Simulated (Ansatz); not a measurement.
System: cubic perovskite BaZrO₃. Method: PBE0 (PAW; Ansatz, an electronic-structure program).

The run printed, among other lines:

```
WARN output.stress: scf.exx.energy_threshold = 1e-6 eV is looser than the 5e-8 eV advised for a stress under a hybrid functional (1e-8 eV for each atom of the …
Crystal: 5 atoms, lattice volume = 73.663 Å³
Basis set: ecut = 460 eV, 1647 PW (Γ), exchange–correlation on 60×60×60 points (8 copies of the dense FFT grid, shifted against one another)
Bands: 25, of which v1, the nominal top of the filled ones, is band 20 counted from 1 (19 counted from 0)
Symmetry: 48 space group operations
Space group: Pm-3m (ITA 221), of the structure as read, at distance tolerance 4.2e-5 Å
k-points: 20 of 216
Functional: x = pbe(κ = 0.804, μ = 0.2195149727645171), c = pbe(β = 0.06672455060314922), warm-up for x = 0.75 pbe(κ = 0.804, μ = 0.2195149727645171) + 0.25 exact, c = pbe(β = 0.06672455060314922)
SCF iter   1: F=—  HF=-11844.685704 eV  |F-HF|=—  |Δ(HF+E_count)|=         —  Δρ=1.18e-3  dr2=3.65e-4
SCF iter   2: F=-11844.686388 eV  HF=-11844.686313 eV  |F-HF|=7.52e-5  |Δ(HF+E_count)|=   6.09e-4  Δρ=5.57e-4  dr2=6.76e-5
Crystal: 5 atoms, lattice volume = 73.663 Å³
Initial density: handed on by an earlier stage of this run
Functional: x = 0.75 pbe(κ = 0.804, μ = 0.2195149727645171) + 0.25 exact, c = pbe(β = 0.06672455060314922)
  ...
Crystal: 5 atoms, lattice volume = 73.663 Å³
SCF iter   5: F=—  HF=-11850.466712 eV  |F-HF|=—  |Δ(HF+E_count)|=   3.12e-8  Δρ=1.97e-6  dr2=1.34e-9
SCF iter   6: F=-11850.466712 eV  HF=-11850.466712 eV  |F-HF|=8.37e-11  |Δ(HF+E_count)|=  4.22e-10  Δρ=4.75e-7  dr2=3.37e-10
SCF 3 converged in 6 iterations: F = -11850.466712 eV  dr2 = 3.37e-10
Free energy (F): -11850.466712 eV
Internal energy: -11850.466712 eV  (E = F + TS)
E sigma→0 (E₀):  -11850.466712 eV
Fermi energy:    11.141334 eV
--- Forces (eV/Å), atoms counted from 1 ---
  atom   1  Ba     0.00000000     0.00000000    -0.00000000
  atom   2  Zr     0.00000000     0.00000000     0.00000000
  atom   3  O      0.00000000    -0.00000000    -0.00000000
  atom   4  O      0.00000000    -0.00000000    -0.00000000
  atom   5  O      0.00000000     0.00000000    -0.00000000
--- Stress (GPa, compression-positive) ---
        0.000085      -0.000000       0.000000
       -0.000000       0.000085       0.000000
        0.000000       0.000000       0.000085
  P = ⅓ Tr σ = 0.0001 GPa (0.001 kbar)
```

Task: Write an input file that could have produced this run (the log leaves some choices open).

Result: This is not unique; one that fits is 
Ansatz 0.2 input:
```yaml
crystal:
  lattice:
    - [4.1919484147, 0.0, 0.0]
    - [0.0, 4.1919484147, 0.0]
    - [0.0, 0.0, 4.1919484147]
  atoms:
    - { symbol: Ba, position: [0.0, 0.0, 0.0] }
    - { symbol: Zr, position: [0.5, 0.5, 0.5] }
    - { symbol: O, position: [0.5, 0.0, 0.5] }
    - { symbol: O, position: [0.0, 0.5, 0.5] }
    - { symbol: O, position: [0.5, 0.5, 0.0] }
basis:
  ecutwfc: 460
  ecutrho_ratio: 4
  xc_grid: 2
kpoints:
  mp_grid: { grid: [6, 6, 6] }
hamiltonian:
  xc: pbe0
  dispersion: none
  pseudopotentials: { kind: paw }
scf:
  occupations: { method: fermi_dirac, width: 0.01 }
  convergence: { dr2_threshold: 0.0000000005 }
output:
  forces: true
  stress: true
  eigenvalues: true
```

The PAW data were made under PBE.
